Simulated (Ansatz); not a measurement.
The parent structure is Mg2Ge in the anti-fluorite structure (space group Fm-3m, No. 225; a = 6.2865 Å). Axes: x, y, z lie along the cube axes.

All numbers come from Kohn–Sham DFT with the LDA functional, run in Ansatz (a program for electronic structure) with PAW and 420 eV plane waves, no spin-orbit coupling.

Base values:

The pressure is 0.0 GPa and the shortest interatomic distance comes out as 2.722 Å.

One thing is altered: compressive biaxial strain of 3.00 % in the plane normal to [001], as in epitaxy on a mismatched substrate; the out-of-plane cell vector and the atoms relax.

### Question
Predict the new pressure.

### Answer
The pressure (mean of the normal stresses, compression positive) goes from zero to 3.0 GPa.

### Question
Predict the new shortest interatomic distance.

### Answer
The shortest interatomic distance drops by 0.042 Å to 2.680 Å.

### Question
Predict the new energy relative to the base.

### Answer
The energy increases by 17 meV/atom.

No phonon test of stability was made. The final runs are not spin-polarised.
